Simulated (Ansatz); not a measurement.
# By hand: formation energy of NbAs (I4₁md) from the elements

Subject: the formation energy of NbAs (I4₁md) from the elements. Reaction: As (R-3m) + Nb (bcc) → NbAs (I4₁md). A negative value means that the right-hand side lies lower. The value is per atom of the solid.

NbAs (I4₁md), 4 atoms in the cell; this is a cell from a database of computed structures that this text hasn't matched to a measured one; spin state with PBE: run without spin. Conventional cell: a = b = 3.440 Å, c = 11.559 Å, α = β = γ = 90.00°.

Ansatz (a quantum-chemistry and plane-wave program) with PAW potentials; structures come from PBE+D3(BJ) relaxations, nuclei static, no net charge. Ansatz runs with its default PAW set. Other levels take these structures, unless marked own geometry. The lattices are those relaxed with PBE+D3(BJ), so at other levels the solids can be strained, which adds to the spread. A dispersion term (D3(BJ), or D4 for r2SCAN) was computed beside these levels and is taken off wherever the name lacks it.

Total energies of the cells in eV, at zero smearing width. They compare only within one column; the weights balance every element.

| cell | atoms | weight | PBE | r2SCAN+D4 (own geometry) |
|---|---|---|---|---|
| NbAs (I4₁md) | 4 | +1 | -18819.55167 | -18860.17678 |
| As (R-3m) | 2 | −1 | -9712.24168 | -9729.44074 |
| Nb (bcc) | 1 | −2 | -4552.26937 | -4563.73926 |

PBE: (-18819.55167) − (-9712.24168) − 2 × (-4552.26937) = -2.771 eV; dividing by 4 atoms gives -0.69 eV/atom.

r2SCAN+D4 (own geometry): (-18860.17678) − (-9729.44074) − 2 × (-4563.73926) = -3.258 eV; dividing by 4 atoms gives -0.81 eV/atom.

What follows from the PBE value: A formula unit of NbAs has 2 atoms, so it forms with -0.6928 × 2 = -1.386 eV, or -133.7 kJ/mol at 96.485 kJ/mol per eV.
